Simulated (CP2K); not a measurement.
Band structure of SnSe₂ (P-3m1, 3 atoms in the cell).

```xyz
3
Lattice="3.8258 0.0000 0.0000 -1.9129 3.3132 0.0000 0.0000 0.0000 6.4586" Properties=species:S:1:pos:R:3 pbc="T T T"
Sn     0.0000     0.0000     0.0000
Se     1.9129     1.1044     4.8898
Se     0.0000     2.2088     1.5688
```

Method of the run: PBE, GPW, DZVP-MOLOPT-SR-GTH basis, GTH-PBE potentials (GTH_POTENTIALS) in CP2K.

Settings: CUTOFF = 400 Ry; REL_CUTOFF = 50 Ry; KPOINTS/SCHEME = MONKHORST-PACK 7 7 4; GAMMA_CENTERED = T; XC_FUNCTIONAL = PBE; Sn/BASIS_SET = DZVP-MOLOPT-SR-GTH-q4; Sn/POTENTIAL = GTH-PBE-q4; Se/BASIS_SET = DZVP-MOLOPT-SR-GTH-q6; Se/POTENTIAL = GTH-PBE-q6; METHOD = GPW; EPS_DEFAULT = 1e-11; EXTRAPOLATION = USE_GUESS; NGRIDS = 5; SCF_GUESS = ATOMIC.

The starting cell comes from a database of computed structures (which also holds hypothetical and non-ambient phases and stackings), without a prior relaxation at this level. Its lattice was rescaled by a random factor within 2.5 % of one. Values carry the incompleteness of an atom-centred basis.

Predict the gap along the standard path and the places of the band edges.

The gap along the path is 0.76 eV, from a point between Γ and M to a point between A|L and M|K; the smallest direct gap on it is 1.22 eV.

Levels in eV from the top of the valence band on the SCF mesh, bands 5 to 9:
```tsv
point	5	6	7	8	9
Γ	-0.48	-0.23	-0.23	-0.18	1.12
M	-2.66	-2.38	-1.03	-0.29	1.10
K	-3.61	-3.24	-1.28	-1.28	1.52
A	-0.53	-0.53	-0.14	-0.14	2.37
L	-2.27	-2.00	-0.73	-0.53	0.77
H	-3.94	-3.49	-0.46	-0.46	2.31
```

Higher empty bands are left out: an atom-centred basis made for the valence describes them poorly.
